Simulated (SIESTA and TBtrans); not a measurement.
## Au chain with one S atom inserted

Junction: Au chain with one S atom inserted. Leads: straight Au chain, spacing 2.703 Å. Geometry: 3 atoms about the centre moved by SIESTA (PBE, DZP) to a largest force of 0.02 eV/Å, all others as built, motion along the axis alone.

Method: SIESTA and TBtrans, PBE, DZP numerical orbitals (energy shift 0.15 eV), PseudoDojo norm-conserving scalar-relativistic potentials, mesh cutoff 200 Ry, 300 K, no spin polarisation, no spin-orbit coupling; Hamiltonian of a periodic supercell, shifted onto the leads' potential, zero bias.

* **Conductance at 300 K (G0 = 2e²/h)**: 0.74
* **Thermopower (μV/K)**: 13
* **Mean T from −0.5 to 0.5 eV**: 0.79

Energies count from the leads' Fermi level. Transmissions are for one spin of a degenerate pair. The energy step is 0.01 eV; narrower resonances are cut or missed.

| E (eV) | T | lead channels |
|---|---|---|
| -1.95 | 1.18 | 3 |
| -1.80 | 1.05 | 3 |
| -1.65 | 0.99 | 3 |
| -1.50 | 1.00 | 3 |
| -1.35 | 1.21 | 3 |
| -1.20 | 0.68 | 3 |
| -1.05 | 0.63 | 3 |
| -0.90 | 0.71 | band edge |
| -0.75 | 0.69 | band edge |
| -0.60 | 0.69 | band edge |
| -0.45 | 0.95 | 4 |
| -0.30 | 1.05 | 4 |
| -0.15 | 0.99 | band edge |
| 0.00 | 0.72 | 1 |
| 0.15 | 0.64 | 1 |
| 0.30 | 0.58 | 1 |
| 0.45 | 0.55 | 1 |
| 0.60 | 0.52 | 1 |
| 0.75 | 0.51 | 1 |
| 0.90 | 0.50 | 1 |
| 1.05 | 0.49 | 1 |
| 1.20 | 0.48 | 1 |
| 1.35 | 0.48 | 1 |
| 1.50 | 0.47 | 1 |
| 1.65 | 0.47 | 1 |
| 1.80 | 0.47 | 1 |
| 1.95 | 0.46 | 1 |

The leads' channel count changes near -0.04 eV, within the thermal window, so values at the Fermi level hang on where that band edge falls. The straight chain is held at its spacing; free chains may zigzag or dimerise. No spin-polarised start was tried, so a magnetic state, if there is one, is missed. Spin-orbit coupling, left out here, matters for the heavy atoms.
